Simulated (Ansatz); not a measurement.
The starting structures come from a database of crystals and need not be the phases stable at ambient conditions.

Tunnelling through a barrier is set by its complex band structure: the current falls as exp(−2κd) with the smallest κ.

Consider the following.

```xyz
4
Lattice="4.5921 0.0000 0.0000 -2.2960 6.4535 0.0000 0.0000 0.0000 5.2179" Properties=species:S:1:pos:R:3 pbc="T T T"
Tl     0.0000     5.0652     3.9134
Tl     2.2960     1.3884     1.3045
I      0.0000     1.7397     3.9134
I      2.2960     4.7139     1.3045
```

The cell was relaxed by PBE-D3(BJ); by r2SCAN it stands under a pressure of 0.7 GPa.

Transport runs along the normal of the first two printed cell vectors.

No gap correction and no spin-orbit coupling; mid-gap is the computed energy nearest the middle.

Question: Estimate the band gap and the smallest decay constant κ at mid-gap that r2SCAN run with Ansatz (an electronic-structure program) returns for this system.

Answer: Gap 2.62 eV on a 8×8×6 mesh; κ = 0.193 1/Å, at (0.000, 0.500) of the in-plane reciprocal vectors. At the zone centre the slowest state has κ = 0.26 1/Å.
